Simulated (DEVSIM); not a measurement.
Structure: abrupt Ge n-p junction, at 250 K.

Layer 1 from the left is Ge, thickness (μm) 0.210, Nd (cm⁻³) 2.9e17, τn (s) 3.1e-5, τp (s) 3.1e-5. Layer 2 from the left is Ge, thickness (μm) 190, Na (cm⁻³) 2.5e14, τn (s) 3.1e-5, τp (s) 3.1e-5.

Left contact: ohmic. Right contact: ohmic. Voltage is applied to the left contact. Recombination: SRH at mid-gap, Auger. Mobility is μmin + (μ − μmin)/(1 + (N/Nref)^α).

The device is made up for the run: typed textbook-type constants, with dimensions and the other settings drawn at random. Values at 300 K; Nc and Nv go as T^1.5, mobilities as T to minus their exponent, the gap by Varshni's rule with the affinity fixed.

Ge: gap (eV) 0.664, affinity (eV) 4, permittivity 16, Nc (cm⁻³) 1.04e19, Nv (cm⁻³) 6e18, μn (cm²/Vs) 3900, μp (cm²/Vs) 1900, μn,min 150, μp,min 100, Nref,n 2.6e17, Nref,p 4e17, αn 0.56, αp 0.6, T exponent of μn 1.66, T exponent of μp 2.33, Cn (cm⁶/s) 1e-31, Cp (cm⁶/s) 1e-31, Varshni α (eV/K) 0.000477, Varshni β (K) 235.

Estimate by hand the built-in potential, the peak field at zero bias, the capacitance at 6 V, and compare with a numerical solution.


- Built-in potential: ni = √(Nc Nv) exp(−Eg/2kT) = 7.88e11 cm⁻³ with Eg = 0.683 eV; Vbi = kT/q ln(Na Nd/ni²) = 0.400 V; numerical 0.400 V.
- Peak field at zero bias: depletion approximation: W = √(2εVbi/(qN)) = 1.68 μm with N = 2.50e14 cm⁻³; field = 2Vbi/W = 4750 V/cm; numerical 23100 V/cm (estimate below by 79 %).
- Capacitance at 6 V: C = √(qεN / 2(Vbi + |V|)) = 2.10 nF/cm²; numerical 2.12 nF/cm² (estimate below by 0.55 %).

DEVSIM, 1D drift-diffusion, Boltzmann statistics, complete ionisation; no tunnelling, impact ionisation, image-force lowering or self-heating.
